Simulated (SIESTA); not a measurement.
A user runs SIESTA on ZrBr (P1, 4 atoms in the cell) and asks whether the run is sound. The aim is a self-consistent single point with DFT, LDA PW92, numerical atomic orbitals DZP, PseudoDojo LDA standard norm-conserving potentials (rewritten from UPF to PSML).

Cell that was meant: a = 9.5731 Å, b = 9.5731 Å, c = 9.5731 Å, α = 21.09°, β = 21.09°, γ = 21.09°.

Part of the input:

```
XC.functional                LDA
XC.authors                   PW92
PAO.BasisSize                DZP
PAO.EnergyShift              0.2 Ry
MeshCutoff                   350 Ry
%block kgrid.MonkhorstPack
    5   0   0  0.0
```

Output (repeated stretches shortened):

```
reinit: Reading from file input.fdf

reinit: System Name: ZrBr
reinit: System Label: ZrBr

   [... lines left out ...]

outcell: Cell vector modules (Ang)   :    9.573088    9.573088    9.573088
outcell: Cell angles (23,13,12) (deg):     21.0851     21.0851     21.0851
outcell: Cell volume (Ang**3)        :     99.4426
new_DM -- step:     1
Initializing Density Matrix...

Attempting to read DM from file... Failed...
DM filled with atomic data:

InitMesh: MESH = 108 x 108 x 108 = 1259712
InitMesh: Mesh cutoff (required, used) =   350.000   368.194 Ry

stepf: Methfessel-Paxton step function
       Using Hermite-Gauss polynomials of order  1
        iscf     Eharris(eV)        E_KS(eV)     FreeEng(eV)     dDmax    Ef(eV) dHmax(eV)
   scf:    1    -3584.721101    -3536.522200    -3536.522310  0.828368  8.487321 12.908230
   scf:    2    -3547.193880    -3542.134465    -3542.137357  0.153458  7.880115  7.993443
   scf:    3    -3547.085807    -3545.359991    -3545.370580  0.172831  6.701215  2.667006
   scf:    4    -3545.359653    -3545.536138    -3545.546752  0.052815  6.602390  1.138062
   scf:    5    -3545.618958    -3545.600000    -3545.610208  0.020958  6.512241  0.245643
   [... 3 lines left out ...]
   scf:    9    -3545.619988    -3545.619977    -3545.630374  0.000572  6.507802  0.005464
   scf:   10    -3545.619977    -3545.619978    -3545.630377  0.000141  6.507820  0.003327
   scf:   11    -3545.619969    -3545.619973    -3545.630378  0.000080  6.507885  0.001729
   scf:   12    -3545.619965    -3545.619969    -3545.630378  0.000044  6.507933  0.000925
SCF Convergence by DM+H criterion
max |DM_out - DM_in|         :     0.0000438469
max |H_out - H_in|      (eV) :     0.0009250460
SCF cycle converged after 12 iterations

Using DM_out to compute the final energy and forces

siesta: E_KS(eV) =            -3545.6200

siesta: E_KS - E_eggbox =     -3545.6200

siesta: Atomic forces (eV/Ang):
     1   -0.123594   -0.000648    0.505909
     2   -0.016653    0.021217   -0.889678
     3   -0.015161   -0.011380    8.758554
     4    0.155085   -0.010863   -8.373272
   Tot   -0.000323   -0.001674    0.001513
   Max    8.758554
   Res    3.510840    sqrt( Sum f_i^2 / 3N )
   Max    8.758554    constrained

Stress tensor Voigt[x,y,z,yz,xz,xy] (kbar):      643.09      635.22      809.38        0.32       -6.25        0.26
   [... lines left out ...]
siesta: FreeEng =     -3545.630378
   [... lines left out ...]
siesta:     0.000161    0.396473    0.000202
siesta:    -0.003899    0.000202    0.505176

siesta: Cell volume =         99.442581 Ang**3

siesta: Pressure (static):
siesta:                Solid            Molecule  Units
siesta:          -0.00473061         -0.00241993  Ry/Bohr**3
siesta:          -0.43434415         -0.22218778  eV/Ang**3
siesta:        -695.89604712       -355.98407086  kBar
```

**Question.** Is anything amiss in this input, and did it matter?

**Answer.** The run is not sound. The fault is an energy shift that confines the orbitals too tightly. A large shift gives short orbitals and a poorer basis. To fix it, use a small shift. The run converged in 12 iterations without an error; against the sound input the free energy rises by 18.4 eV/atom, the pressure goes from -4.18 to -69.59 GPa and the largest force goes from 0.490 to 8.759 eV/Å.

An input that runs soundly differs in these lines (not the only fix; some lines may just follow from the change or write a value another way):
```diff
-PAO.EnergyShift              0.2 Ry
+PAO.EnergyShift              0.01 Ry
```

With that input, the run converged in 9 iterations: free energy E − TS -3619.3340 eV; Fermi level (on the code's own zero) -3.64 eV; pressure -4.18 GPa; largest force (vector length) 0.490 eV/Å (DFT, LDA PW92, numerical atomic orbitals DZP, PseudoDojo LDA standard norm-conserving potentials (rewritten from UPF to PSML)).

On the sound input: the starting cell comes from a database of published, mostly measured structures (it also holds non-ambient and calculated ones), without a prior relaxation at this level. Its atoms were displaced at random from the sites of space group no. 166. Values carry the incompleteness of an atom-centred basis. With a pressure of about -4 GPa the cell is away from its equilibrium volume at this level. Without a gap this mesh is coarse (it stands for a supercell whose shortest vector is 18 Å).
